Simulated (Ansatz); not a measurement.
# Nb3Te4 (space group P6_3/m, No. 176)

```yaml
crystal:
  lattice:
    - [10.66338, 0.00000, 0.00000]
    - [-5.33169, 9.23475, 0.00000]
    - [0.00000, 0.00000, 3.59287]
  atoms:
    - { symbol: Nb, position: [0.48879, 0.10302, 0.25000] }
    - { symbol: Nb, position: [0.51121, 0.89698, 0.75000] }
    - { symbol: Nb, position: [0.38577, 0.48879, 0.75000] }
    - { symbol: Nb, position: [0.61423, 0.51121, 0.25000] }
    - { symbol: Nb, position: [0.89698, 0.38577, 0.25000] }
    - { symbol: Nb, position: [0.10302, 0.61423, 0.75000] }
    - { symbol: Te, position: [0.66667, 0.33333, 0.75000] }
    - { symbol: Te, position: [0.33333, 0.66667, 0.25000] }
    - { symbol: Te, position: [0.33832, 0.27109, 0.25000] }
    - { symbol: Te, position: [0.66168, 0.72891, 0.75000] }
    - { symbol: Te, position: [0.06723, 0.33832, 0.75000] }
    - { symbol: Te, position: [0.93277, 0.66168, 0.25000] }
    - { symbol: Te, position: [0.72891, 0.06723, 0.25000] }
    - { symbol: Te, position: [0.27109, 0.93277, 0.75000] }
```

Calculations: Ansatz (a first-principles code), PBEsol, PAW, cutoff 420 eV, no spin-orbit coupling. Settings: 4×4×10 k-points, 0.05 eV Fermi–Dirac smearing.

- Volume per atom: 25.27 Å³
- Density: 7.41 g/cm³
- Band gap: zero
- Total energy: -5870.843 eV/atom (σ→0; compares only within this code and set-up)

Stability against distortions was not tested. The final runs are not spin-polarised.
